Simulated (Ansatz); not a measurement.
Results of revPBE in Ansatz (plane waves, PAW) for corundum Ga2O3 (metastable phase).

Numerical settings: plane-wave cutoff 520 eV, 8×8×8 k mesh, Fermi–Dirac smearing 0.01 eV, scalar-relativistic PAW data made under PBE.

The cell is scaled about its equilibrium volume:

Shape and atoms are relaxed at each volume.

```json
[
 {"V (Å³/atom)": "9.838", "P (GPa)": "8.41", "direct gap at Γ (eV)": "2.937", "smallest gap on the k mesh (eV)": "2.711", "c (Å)": "13.493"},
 {"V (Å³/atom)": "10.043", "P (GPa)": "3.98", "direct gap at Γ (eV)": "2.714", "smallest gap on the k mesh (eV)": "2.499", "c (Å)": "13.607"},
 {"V (Å³/atom)": "10.248", "P (GPa)": "0.00", "direct gap at Γ (eV)": "2.499", "smallest gap on the k mesh (eV)": "2.295", "c (Å)": "13.719"},
 {"V (Å³/atom)": "10.453", "P (GPa)": "-3.55", "direct gap at Γ (eV)": "2.292", "smallest gap on the k mesh (eV)": "2.099", "c (Å)": "13.828"},
 {"V (Å³/atom)": "10.658", "P (GPa)": "-6.73", "direct gap at Γ (eV)": "2.094", "smallest gap on the k mesh (eV)": "1.910", "c (Å)": "13.934"}
]
```

The fundamental gap (2.28 eV at the equilibrium volume, with added k points) lies elsewhere than Γ–Γ.

Note: the bulk modulus comes from volumes at which shape and atoms were relaxed.

Spin–orbit coupling is not included.

Ansatz is a quantum-chemistry and plane-wave program.
